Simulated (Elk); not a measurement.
Elk run on Mg (P6_3/mmc, 4 atoms in the cell): self-consistent single point

Method of the run: PBE, all-electron FP-LAPW, Elk's shipped species files, LAPW+lo basis run with Elk.

The input file:

```
tasks
  0

xctype
  20

rgkmax
  8.0

gmaxvr
  14.0

nxoapwlo
  1

stype
  0

swidth
  0.00367493

scale
  6.091586961

avec
    1.0000000000    0.0000000777    0.0000000000
   -0.5000000673    0.8660253649    0.0000000000
    0.0000000000    0.0000000000    3.2481628077

sppath
  './'

atoms
  1   : nspecies
  'Mg.in'   : spfname
  4   : natoms; atposl, bfcmt below
  0.0000000000  0.0000000000  0.0000000000    0.0 0.0 0.0
  0.0000000000  0.0000000000  0.5000000000    0.0 0.0 0.0
  0.3333333333  0.6666666667  0.2500000000    0.0 0.0 0.0
  0.6666666667  0.3333333333  0.7500000000    0.0 0.0 0.0

ngridk
  8 8 3
```

The program printed (abridged):

```
│ Elk code version 10.2.4 │

All units are atomic (Hartree, Bohr, etc.)

│ Ground-state run starting from atomic densities │

Lattice vectors :
   6.091586961      0.4733163069E-06   0.000000000
  -3.045793890       5.275468821       0.000000000
   0.000000000       0.000000000       19.78646621

Unit cell volume      :    635.8574531
Brillouin zone volume :   0.3901034929

Muffin-tin inner radius fraction :   0.1000000000E-01

Nuclei treated as point charges

Species :    1 (Mg)
 parameters loaded from : Mg.in
 name : magnesium
 nuclear charge    :   -12.00000000
 electronic charge :    12.00000000
 atomic mass :    44305.30462
 muffin-tin radius :    2.200000000
 number of radial points in muffin-tin :    397
 atomic positions (lattice), magnetic fields (Cartesian) :
   1 :   0.00000000  0.00000000  0.00000000    0.00000000  0.00000000  0.00000000
   2 :   0.00000000  0.00000000  0.50000000    0.00000000  0.00000000  0.00000000
   3 :   0.33333333 -0.33333333  0.25000000    0.00000000  0.00000000  0.00000000
   4 :  -0.33333333  0.33333333 -0.25000000    0.00000000  0.00000000  0.00000000

Total number of atoms per unit cell :    4

Spin treatment :
 spin-unpolarised

Number of Bravais lattice symmetries :   24
Number of crystal symmetries         :   24
Crystal has inversion symmetry
Real symmetric eigensolver will be used

k-point grid :      8     8     3
k-point offset :    0.000000000       0.000000000       0.000000000
k-point set is reduced with full crystal symmetry group
Total number of k-points :       20

Muffin-tin radius times maximum |G+k| :    8.000000000
 using average radius
Maximum |G+k| for APW functions       :    3.636363636
Maximum (1/2)|G+k|²                   :    6.611570248
Maximum |G| for potential and density :    14.00000000
 potential will be trimmed for |G| > 2 gkmax
Constant for pseudocharge density :    8
Radial integration step length :    4

G-vector grid sizes :     28    28    90
Number of G-vectors :    29459

Maximum angular momentum used for
 APW functions                      :    8
 outer part of muffin-tin           :    6
 inner part of muffin-tin           :    1

Total nuclear charge    :   -48.00000000
Total core charge       :    8.000000000
Total valence charge    :    40.00000000
Total excess charge     :    0.000000000
Total electronic charge :    48.00000000

Effective Wigner radius, rₛ :    1.467832975

Number of empty states         :   16
Total number of valence states :   36
Total number of core states    :    8

Total number of local-orbitals :   32

Exchange-correlation functional :     20     0     0
 Perdew-Burke-Ernzerhof, Phys. Rev. Lett. 77, 3865 (1996)
 gradient requirement :    1
 generalised gradient approximation (GGA)

Smearing type :    0
 Gaussian
Smearing width :   0.3674930000E-02
Effective electronic temperature (K) :    1160.451112

Mixing type :    3
 Broyden mixing, J. Phys. A: Math. Gen. 17, L317 (1984)

Kohn-Sham potential initialised from atomic data

│ Self-consistent loop started │
│ Loop number : 1 │
 total energy                :     -801.985074084
│ Loop number : 2 │
 total energy                :     -801.980767251
RMS change in Kohn-Sham potential (target) :   0.9535997369     (  0.1000000000E-05)
Absolute change in total energy (target)   :   0.4306832371E-02 (  0.1000000000E-03)
│ Loop number : 3 │
 total energy                :     -801.748147157
RMS change in Kohn-Sham potential (target) :   0.4886467002     (  0.1000000000E-05)
Absolute change in total energy (target)   :   0.2336968022     (  0.1000000000E-03)
│ Loop number : 4 │
 total energy                :     -801.583381523
RMS change in Kohn-Sham potential (target) :   0.1751480964     (  0.1000000000E-05)
Absolute change in total energy (target)   :   0.2231898349     (  0.1000000000E-03)
│ Loop number : 5 │
 total energy                :     -801.507614632
RMS change in Kohn-Sham potential (target) :   0.4993268813E-01 (  0.1000000000E-05)
Absolute change in total energy (target)   :   0.1315643493     (  0.1000000000E-03)
│ Loop number : 6 │
 total energy                :     -801.476864042
RMS change in Kohn-Sham potential (target) :   0.1167664617E-01 (  0.1000000000E-05)
Absolute change in total energy (target)   :   0.6364167766E-01 (  0.1000000000E-03)
│ Loop number : 7 │
 total energy                :     -801.462830455
RMS change in Kohn-Sham potential (target) :   0.1290016625E-02 (  0.1000000000E-05)
Absolute change in total energy (target)   :   0.2994400617E-01 (  0.1000000000E-03)
│ Loop number : 8 │
 total energy                :     -801.458024877
RMS change in Kohn-Sham potential (target) :   0.4086716395E-03 (  0.1000000000E-05)
Absolute change in total energy (target)   :   0.1229157957E-01 (  0.1000000000E-03)
│ Loop number : 9 │
 total energy                :     -801.455553767
RMS change in Kohn-Sham potential (target) :   0.1526890612E-04 (  0.1000000000E-05)
Absolute change in total energy (target)   :   0.5544005483E-02 (  0.1000000000E-03)
│ Loop number : 10 │
 total energy                :     -801.455352215
RMS change in Kohn-Sham potential (target) :   0.7593949117E-05 (  0.1000000000E-05)
Absolute change in total energy (target)   :   0.1587552542E-02 (  0.1000000000E-03)
│ Loop number : 11 │
 total energy                :     -801.455144749
RMS change in Kohn-Sham potential (target) :   0.4372264679E-06 (  0.1000000000E-05)
Absolute change in total energy (target)   :   0.6043550733E-03 (  0.1000000000E-03)
│ Loop number : 12 │
 total energy                :     -801.455138869
RMS change in Kohn-Sham potential (target) :   0.1120548593E-06 (  0.1000000000E-05)
Absolute change in total energy (target)   :   0.1569685329E-03 (  0.1000000000E-03)
│ Loop number : 13 │
 total energy                :     -801.455138950
RMS change in Kohn-Sham potential (target) :   0.5440582745E-07 (  0.1000000000E-05)
Absolute change in total energy (target)   :   0.3916076844E-04 (  0.1000000000E-03)
Convergence targets achieved

│ Loop number : 14 │

Energies :
 Fermi                       :     0.118213818452
 sum of eigenvalues          :     -424.322663761
 electron kinetic            :      801.998557597
 core electron kinetic       :      540.181229807
 Coulomb                     :     -1537.57656970
 Coulomb potential           :     -1141.36186085
 nuclear-nuclear             :     -133.516876112
 electron-nuclear            :     -1666.75752634
 Hartree                     :      262.697832744
 Madelung                    :     -966.895639280
 xc potential                :     -84.9593605113
 exchange                    :     -64.1038264752
 correlation                 :     -1.77329964960
 total energy                :     -801.455138231

Density of states at Fermi energy :    39.46334201
 (states/Hartree/unit cell)

Estimated indirect band gap :   0.5944466275E-02
 from k-point      3 to k-point     18
Estimated direct band gap   :   0.1751878897E-01
 at k-point     10

Charges :
 core                        :    8.000000000
 valence                     :    40.00000000
 interstitial                :    6.122615162
 muffin-tins (core leakage)
  species :    1 (Mg)
   atom    1                 :    10.46855227     (  0.6661338148E-15)
   atom    2                 :    10.46855227     (  0.6661338148E-15)
   atom    3                 :    10.47014015     ( -0.8881784197E-15)
   atom    4                 :    10.47014015     ( -0.8881784197E-15)
 total in muffin-tins        :    41.87738484
 total calculated charge     :    47.97541815
 total charge                :    48.00000000
 error                       :   0.2458184675E-01

│ Self-consistent loop stopped │
```

The run converged in 14 iterations. The count includes the last loop, which Elk runs after its targets are met.

The starting cell comes from a database of computed structures (which also holds hypothetical and non-ambient phases and stackings), without a prior relaxation at this level. Its lattice was rescaled by a random factor within 2.5 % of one. Values depend on the basis (sphere radii, cutoffs, local orbitals), which need not be converged. The log's line on a gap gives a spacing of levels on this mesh, which the program prints for metals too.

Cost on one core of a shared machine: roughly 90 s.
